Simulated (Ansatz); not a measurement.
The starting structures come from a database of crystals and need not be the phases stable at ambient conditions.

 Where the default PAW files enter, the runs use the earlier of Ansatz's two default sets.

# Evanescent states of K2NaScF6 (Fm-3m, not sure to be the ambient phase, 10 atoms a cell, 16.0 Å³ an atom, -3 GPa at this level) along the normal of (110)

Level of theory: r2SCAN (plane waves, PAW; Ansatz, a first-principles code).

The gap is the functional's own. No spin-orbit coupling. Mid-gap values are interpolated on the energy grid.

Energies count from the valence-band top; κ is the least over a 6×4 mesh across the current.

```tsv
E (eV)	κ (1/Å)	where
0.17	0.321	Γ
0.51	0.404	Γ
0.85	0.459	Γ
1.19	0.499	Γ
1.53	0.528	Γ
1.87	0.550	Γ
2.21	0.565	Γ
2.55	0.574	Γ
2.89	0.579	Γ
3.23	0.580	Γ
3.57	0.577	Γ
3.91	0.570	Γ
4.25	0.560	Γ
4.59	0.546	Γ
4.93	0.528	Γ
5.27	0.505	Γ
5.61	0.478	Γ
5.95	0.445	Γ
6.29	0.405	Γ
6.63	0.356	Γ
6.97	0.292	Γ
7.31	0.201	Γ
```

Question: How thick must the barrier be to attenuate the transmission by 10^4 when the electrodes' Fermi level lies at 2.55 eV, and what attenuation does that film give at 6.29 eV?

Answer: d = 4 ln 10 / (2 × 0.574) = 8.0 Å. At 6.29 eV it gives 4 × 0.405/0.574 = 2.8 decades.
